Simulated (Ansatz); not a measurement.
Input and output of a self-consistent single point for MnS (R3m, 2 atoms in the cell) (Ansatz, a program for electronic structure).

Level of theory: PBEsol, harder PAW files (source: ansatz) made with PBE (plane waves; Ansatz).

The change in words: lattice scaled by 0.98; basis.ecutwfc: 30.9 Ry → 105.8 Ry; hamiltonian.pseudopotentials: {kind: paw} (the program's default PAW files) → {kind: paw, source: ansatz}. Reference geometry:
```
CELL_PARAMETERS angstrom
      0.00000     2.48088     2.48088
      2.48088     0.00000     2.48088
      2.48088     2.48088     0.00000
ATOMIC_POSITIONS crystal
  Mn 0.00582 0.00582 0.00582
  S  0.25000 0.25000 0.25000
```
Moments meant for the start (each program seeds them in its own way; μB, in the order of the atoms Mn S): 4.0 0.0.

Reference input (self-consistent single point, DFT, PBEsol, plane waves, default PAW files made with PBE): basis.ecutwfc = 30.9 Ry; kpoints.mp_grid.grid = 9 9 9; hamiltonian.xc = pbesol; hamiltonian.pseudopotentials = {kind: paw} (the program's default PAW files); magnetization.spin_polarized = true; scf.occupations.method = gaussian; scf.occupations.width = 0.0073 Ry. This run's input differs from it in these lines:

Ansatz 0.2 input:
```diff
@@ -2,10 +2,10 @@
   lattice:
-    - [0.000000, 2.480885, 2.480885]
-    - [2.480885, 0.000000, 2.480885]
-    - [2.480885, 2.480885, 0.000000]
+    - [0.000000, 2.431267, 2.431267]
+    - [2.431267, 0.000000, 2.431267]
+    - [2.431267, 2.431267, 0.000000]
   atoms:
-    - { symbol: Mn, position_ang: [0.028868, 0.028868, 0.028868], spin: 4.0 }
-    - { symbol: S, position_ang: [1.240442, 1.240442, 1.240442] }
+    - { symbol: Mn, position_ang: [0.028290, 0.028290, 0.028290], spin: 4.0 }
+    - { symbol: S, position_ang: [1.215634, 1.215634, 1.215634] }
 basis:
-  ecutwfc: 30.9 Ry
+  ecutwfc: 105.8 Ry
 kpoints:
@@ -14,3 +14,3 @@
   xc: pbesol
-  pseudopotentials: { kind: paw }
+  pseudopotentials: { kind: paw, source: ansatz }
 magnetization:
```

Output (repeated stretches shortened):

```
SCF iter   1: F=—  HF=-4754.565468 eV  |F-HF|=—  |Δ(HF+E_count)|=         —  Δρ=1.70e-1 (↑1.15e-1 ↓1.70e-1)  dr2=1.82e0  dr2_m=5.17e0  M=1.472 μB ∫|m|=1.628 μB  β_m=0.30  ethr=3.10e-3  ⟨swp⟩=6.7  Hψ=18378  notcnv=0
Mixer restart at iter 1: flushing history
all-band conjugate gradients solve this SCF's bands
preconditioner: auto → Kerker (q_TF=auto, 2.589 Å⁻¹)
spin=Collinear: Kerker preconditioning applied to the charge; magnetization (m = ρ↑ − ρ↓) channel mixes plain (no charge-response kernel on spin).
   [... lines left out ...]
SCF iter  11: F=—  HF=-4754.314955 eV  |F-HF|=—  |Δ(HF+E_count)|=   1.54e-8  Δρ=3.02e-6 (↑1.85e-6 ↓3.02e-6)  dr2=5.33e-9  dr2_m=3.37e-10  M=0.200 μB ∫|m|=0.212 μB  β_m=1.00  ethr=1.10e-9  ⟨swp⟩=2.8  Hψ=4656  notcnv=0  defer=315
SCF iter  12: F=-4754.314955 eV  HF=-4754.314955 eV  |F-HF|=2.86e-10  |Δ(HF+E_count)|=  5.37e-10  Δρ=6.75e-7 (↑6.75e-7 ↓6.40e-7)  dr2=3.75e-10  dr2_m=2.05e-11  M=0.200 μB ∫|m|=0.212 μB  ethr=2.54e-11  ⟨swp⟩=8.1  Hψ=13797  notcnv=0
SCF 1 converged in 12 iterations: F = -4754.314955 eV  dr2 = 3.75e-10
WARN: the starting moments were not kept: the SCF closed with an absolute magnetisation of 2.1e-1 μB, where they sum to 4 μB in size (1 site) …
Magnetization: 0.1996 μB (10.5998 up, 10.4002 down)
   [... lines left out ...]
Absolute magnetization: 0.2125 μB (∫|ρ↑−ρ↓|, with the PAW one-centre terms)
Free energy (F): -4754.314955 eV
Fermi energy:    12.856484 eV
   [... lines left out ...]
  atom   2  S      0.50453858     0.50453858     0.50453858
--- Stress (GPa, compression-positive) ---
        5.253108       2.969067       2.969067
        2.969067       5.253108       2.969067
        2.969067       2.969067       5.253108
  P = ⅓ Tr σ = 5.2531 GPa (52.531 kbar)
  The stress holds the Pulay correction. Without it, at fixed plane waves, as pw.x and ABINIT print it: P = 5.2524 GPa
```

The run converged in 12 iterations. Against the reference run the pressure goes from -3.99 to 5.25 GPa, the largest force goes from 0.739 to 0.874 eV/Å and the size of the net moment goes from 0.14 to 0.10 μB/atom.

The starting cell comes from a database of computed structures (which also holds hypothetical and non-ambient phases and stackings), without a prior relaxation at this level. Its lattice was rescaled by up to half a per cent. One atom was moved a little off its site on purpose. For this run, on top of that: lattice scaled by 0.98. The moments shrank to a small part of their start, a low-spin state that need not be the lowest. The program warned that a starting moment was not kept. Ansatz's pressure includes its estimate of the finite-basis (Pulay) stress.

Cost on one core of a shared machine: roughly 50 s.
